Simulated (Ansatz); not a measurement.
**A computed series for NaI: pressure series**

Take NaI in the rock salt structure (space group Fm-3m, No. 225) as the base.

```
CELL_PARAMETERS angstrom
      0.00000     3.23007     3.23007
      3.23007     0.00000     3.23007
      3.23007     3.23007     0.00000
ATOMIC_POSITIONS crystal
  I  0.00000 0.00000 0.00000
  Na 0.50000 0.50000 0.50000
```

Cell and atoms are relaxed at each pressure.

Level of theory: r2SCAN/PAW in Ansatz (a first-principles code), spin-orbit coupling left out.

For the base:

- Band gap = 4.45 eV

Problem. The aim is a band gap between 2.16 eV and 2.40 eV. Which of these changes reaches it?
A. pressure −2 GPa
B. pressure 15 GPa
C. pressure 100 GPa

Solution. C, pressure 100 GPa. It gives 2.29 eV; pressure 15 GPa gives 5.06 eV; pressure −2 GPa gives 3.98 eV. Changes not listed may reach it too

With I present, leaving out spin-orbit coupling can change the band edges. Load acts through the strain it causes; cell and atoms are relaxed under it. Whether these cells are dynamically stable was not tested. No other phases were tried under pressure.
